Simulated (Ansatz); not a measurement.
## Al2Cu (model structure, I4/mcm, No. 140, 6 atoms in the cell)

The numbers are results of LDA (Ansatz, a first-principles code, plane waves, PAW), not measurements.

Numerical settings: plane-wave cutoff 520 eV, 14×14×14 k mesh, Fermi–Dirac smearing 0.05 eV, no spin polarisation, scalar-relativistic PAW data made under PBE.

Cell (relaxed at this level):

```yaml
crystal:
  lattice:
    - [0.00000, 4.19909, 4.19915]
    - [2.38811, 0.00000, 4.19915]
    - [2.38811, 4.19909, 0.00000]
  atoms:
    - { symbol: Cu, position: [0.75000, 0.75000, 0.75000] }
    - { symbol: Cu, position: [0.25000, 0.25000, 0.25000] }
    - { symbol: Al, position: [0.15937, 0.15937, 0.84063] }
    - { symbol: Al, position: [0.84063, 0.84063, 0.15937] }
    - { symbol: Al, position: [0.34063, 0.65937, 0.34063] }
    - { symbol: Al, position: [0.65937, 0.34063, 0.65937] }
```

- bulk modulus B0 = 116 GPa

Note: the run has no spin polarisation, so it can have missed a magnetic state; the bulk modulus is −V dP/dV from two relaxed cells at ±2 % in volume.

Computed values are for the static lattice.

It cost about 5 core-minutes (a rough figure) of CPU time.

A model structure was made by putting elements into a prototype or built by hand; here it ended with the formula and space group of a phase in our tables.
